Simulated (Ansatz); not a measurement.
# TiO (Pm-3m, No. 221, 6 atoms in the cell; start mp-755300; a measured phase of this formula has another space group)

Calculation: r²SCAN in Ansatz (plane waves, PAW).

Numerical settings: plane-wave cutoff 560 eV, 14×14×14 k mesh, Fermi–Dirac smearing 0.05 eV, spin-polarised start, scalar-relativistic PAW data made under PBE.

Cell (relaxed at this level):

```cif
data_O3Ti3
_chemical_formula_sum 'Ti3 O3'
_space_group_name_H-M_alt 'Pm-3m'
_space_group_IT_number 221
_space_group_name_Hall '-P 4 2 3'
_cell_length_a 4.05838
_cell_length_b 4.05838
_cell_length_c 4.05838
_cell_angle_alpha 90.000
_cell_angle_beta 90.000
_cell_angle_gamma 90.000
loop_
_atom_site_label
_atom_site_type_symbol
_atom_site_symmetry_multiplicity
_atom_site_Wyckoff_symbol
_atom_site_fract_x
_atom_site_fract_y
_atom_site_fract_z
_atom_site_occupancy
Ti1 Ti 3 c 0.00000 0.50000 0.50000 1
O1 O 3 d 0.00000 0.00000 0.50000 1
```

- bulk modulus = 221 GPa

Note: the magnetic order was assumed, not searched for or taken from measurement; the bulk modulus is −V dP/dV from two relaxed cells at ±2 % in volume; the relaxation could not lower the start's symmetry, so the cell can be a saddle point above a distorted one; functionals without U or exact exchange can leave correlated insulators metallic, so the missing gap need not be real.

Static lattice: no zero-point or thermal effects.

It cost very roughly 30 core-minutes of CPU time.

A start named mp-… is a Materials Project structure, which need not be a measured phase.

Ansatz is an electronic-structure program.
